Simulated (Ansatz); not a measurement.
The starting structures come from a database of crystals and need not be the phases stable at ambient conditions.

 Where the default PAW files enter, the runs use the earlier of Ansatz's two default sets.

The decay constant κ of evanescent states in the gap governs leakage through a thin film.

```xyz
6
Lattice="4.1626 0.0000 0.0000 0.0000 7.3841 0.0000 2.0813 -0.9816 3.1483" Properties=species:S:1:pos:R:3 pbc="T T T"
Ca     5.5174     4.5564     3.1483
Ca     0.7265     1.8460     0.0000
C      3.5776     3.5859     1.7643
C      2.6662     2.8166     1.3841
C      1.4964     6.5086     1.3841
C      4.7475    -0.1062     1.7643
```

Space group of this cell: C2/c. The cell is taken as given.

Transport runs along the normal of the first two printed cell vectors.

The gap is the functional's own. No spin-orbit coupling. Mid-gap values are interpolated on the energy grid.

**Question.** Estimate the band gap and the smallest decay constant κ at mid-gap that r2SCAN (Ansatz, a first-principles code) returns for this system.

**Answer.** Gap 2.36 eV on a 10×4×10 mesh; κ = 0.366 1/Å, at the zone centre.
